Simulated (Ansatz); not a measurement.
The parent structure is Fe₂O₃ in the corundum structure (space group R-3c, No. 167; a = 4.7736 Å, c = 13.3117 Å (hexagonal axes); ferromagnetic). Axes: x lies along a and z along c of the hexagonal cell.

Level of theory: Ansatz (a program for electronic structure) PBE, without spin-orbit coupling, earlier PAW set.

For the base:

| Property | Value |
|---|---|
| Pressure | 0.0 GPa |
| Magnetic state | ferromagnetic |

One thing is altered: the cell is stretched by 1.46 % along z with no lateral relaxation, atoms relaxed at fixed cell.

### Question
Predict the new pressure, energy relative to the base and magnetic state.

### Answer
The pressure (mean of the normal stresses, compression positive) goes from zero to -3.7 GPa; the energy rises by 2.1 meV/atom; the magnetic state is still ferromagnetic.

The cells carry an imposed strain or load. No phonon test of stability was made. No Hubbard U is applied and the magnetic state is the run's own (Fe2O3 ferromagnetic); small cells can't hold the antiferromagnetic order that many such compounds have, so gaps and moments can be off. In its common phase, real Fe2O3 is an antiferromagnetic insulator at low temperature.
